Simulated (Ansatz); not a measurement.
Surface: Si(111) 1x1 surface, 6 top atoms, 3 bilayers, bottom bilayer H-capped and fixed, every top atom capped by H; cell 11.5 x 6.6 Å; two neighbouring H replaced by OH; about 7 Å thick over the host's atoms, 18 atoms held. These are PBE-D3(BJ) (plane waves to 420 eV, PAW; Ansatz, an electronic-structure program) values and carry that method's errors. Sampling: 1x2x1 k points. The slab states were run without spin polarisation. A thicker slab, a larger cell or a denser mesh can move such energies by a tenth of an eV or more. All energies are electronic energies at 0 K, without vibrations. Each state was relaxed from one prepared geometry.

One AlCl3 a cell is brought to Si(111):H with two OH. Relaxed result near the molecule:

| atom | x (Å) | y (Å) | z (Å) |
|---|---|---|---|
| H(44) | 7.713 | 0.130 | 11.052 |
| H(45) | 9.683 | 3.255 | 11.045 |
| O(46) | 5.172 | 3.427 | 11.147 |
| H(47) | 4.168 | 3.488 | 11.231 |
| Al(a0) | 5.899 | 3.194 | 12.876 |
| Cl(a1) | 6.110 | 1.094 | 13.086 |
| Cl(a2) | 7.728 | 4.269 | 12.757 |
| Cl(a3) | 4.331 | 4.050 | 14.020 |

What is the adsorption energy against the free AlCl3 and the slab before, and how much of it is dispersion?

-1.53 eV (negative: bound); the D3 term gives -0.56 eV of it. Bonds to the surface: O(46)-Al(a0) 1.89 Å.

Here AlCl3 is the monomer.
